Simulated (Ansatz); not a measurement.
The starting structures come from a database of crystals and need not be the phases stable at ambient conditions.

By PBEsol, the system below comes out a metal.

Crystal: Nb$_{2}$N (P-31m, not sure to be the ambient phase, 9 atoms a cell, 13.7 Å³ an atom, -10 GPa at this level); planes in its conventional cell.

Calculation: PBEsol (plane waves, PAW; Ansatz, a quantum-chemistry and plane-wave program).

G/A = (e²/h) × open channels of both spins per area, as a mean over 0.1 eV about the Fermi level, without spin-orbit coupling, for the cells as given.

```json
[
 {"plane": "(001)", "area (Å²)": "24.6", "G/A (10¹⁵ S/m²)": "0.58"},
 {"plane": "(100)", "area (Å²)": "26.7", "G/A (10¹⁵ S/m²)": "(withheld)"}
]
```

Some entries are withheld; supply them.


- (100), G/A (10¹⁵ S/m²): 0.44
